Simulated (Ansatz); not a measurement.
Density of states of BN (Fmm2) above the conduction band minimum, PBEsol+D3BJ, rigid bands in Ansatz (an electronic-structure program); cell volume 17.5 Å³.

(energy from edge (eV), 10⁻³ states/eV/cell): (0.006, 5.80); (0.031, 13.1); (0.056, 17.6); (0.081, 21.4); (0.106, 24.7); (0.131, 28.0); (0.156, 31.0); (0.181, 33.8); (0.206, 36.7); (0.231, 39.3); (0.256, 42.2); (0.281, 45.1); (0.319, 49.4); (0.344, 52.4); (0.369, 55.5); (0.394, 58.5); (0.419, 61.9); (0.444, 65.4); (0.469, 69.2); (0.494, 73.0); (0.519, 77.5); (0.544, 82.2); (0.569, 87.4); (0.594, 92.8)

Question: What effective density of states at 300 K does this give (∫ g(E) exp(−E/k_BT) dE, both spins, divided by the cell's size)?

Answer: 1.6e19 cm⁻³, a density-of-states mass of 0.74 mₑ, valleys and band degeneracy included.

Spin-orbit coupling is left out. Geometry: cell and atoms relaxed with PBEsol+D3(BJ).

Computed structure, not matched to a measured one here, so possibly hypothetical: BN (Fmm2).
